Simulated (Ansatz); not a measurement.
The starting structures come from a database of crystals and need not be the phases stable at ambient conditions.

By PBEsol, the system below comes out a metal.

Without scattering a metal conducts by its projected Fermi surface.

Given:

```yaml
crystal:
  lattice:
    - [3.33402, 0.00000, 0.00000]
    - [0.00000, 4.71502, 0.00000]
    - [0.00000, 2.35751, 2.35751]
  atoms:
    - { symbol: Sc, position: [0.00000, 0.00000, 0.00000] }
    - { symbol: Zn, position: [0.50000, 0.50000, 0.00000] }
```

Space group of this cell: Pm-3m, CsCl type. The cell is taken as given; by PBEsol its mean pressure is -2.3 GPa.

The current flows along the normal of the first two printed cell vectors, the (110) plane of the conventional cell. No spin-orbit coupling; the value is a mean over 0.1 eV about the Fermi level.

Question: Predict the ballistic conductance per area from PBEsol in Ansatz (a quantum-chemistry and plane-wave program).

Answer: 0.74 × 10¹⁵ S/m² for both spins.
